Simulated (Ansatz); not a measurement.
Consider CdS in the zinc blende structure (space group F-43m, No. 216; a = 5.8243 Å). Axes: x, y, z lie along the cube axes.

Now apply this change: tensor shear ε_yz = +0.79 % (engineering shear γ = 0.0158); the atoms relax in the strained cell.

Levels (all Ansatz, a first-principles code, PAW): PBEsol (420 eV, without spin-orbit coupling); r2SCAN (500 eV, no spin-orbit coupling); HSE06 (420 eV, spin-orbit coupling left out).

At the geometry relaxed with PBEsol, these levels gave the following band gaps, in shuffled order: (a) 1.57 eV, (b) 0.98 eV, (c) 2.14 eV.

Problem. Match each gap to its level.

Solution. (a) r2SCAN; (b) PBEsol; (c) HSE06.

Single points use the geometry relaxed with PBEsol. Stability against distortions was not tested.
